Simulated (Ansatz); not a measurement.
**Be: uniaxial strain ε_zz = −0.50 %**

Take Be in the hcp (Mg type) structure (space group P6_3/mmc, No. 194; a = 2.255 Å, c = 3.558 Å; relaxed with 0.1 eV smearing) as the base. Axes: x lies along a and z along c of the hexagonal cell.

The change: uniaxial strain ε_zz = −0.50 %, all other strain components held at zero, atoms relaxed at fixed cell.

All numbers come from PBEsol (Ansatz, a first-principles code, PAW, spin-orbit coupling left out). Settings: 29×29×16 k-points, 0.1 eV Fermi–Dirac smearing.

```tsv
quantity	base	changed	shift
volume per atom	7.84 Å³	7.80 Å³	-0.04 Å³
space group	P6_3/mmc (No. 194)	P6_3/mmc (No. 194)	–
shortest interatomic distance	2.205 Å	2.197 Å	-0.0072 Å
energy relative to the base (free energy F)	0 meV/atom	+0.2 meV/atom	+0.2 meV/atom
band gap	zero	zero	–
stress (xx, yy, zz, yz, xz, xy; compression positive)	–	(0.0, 0.0, 2.0, 0.0, 0.0, 0.0) GPa	–
```

Stability against distortions was not tested.
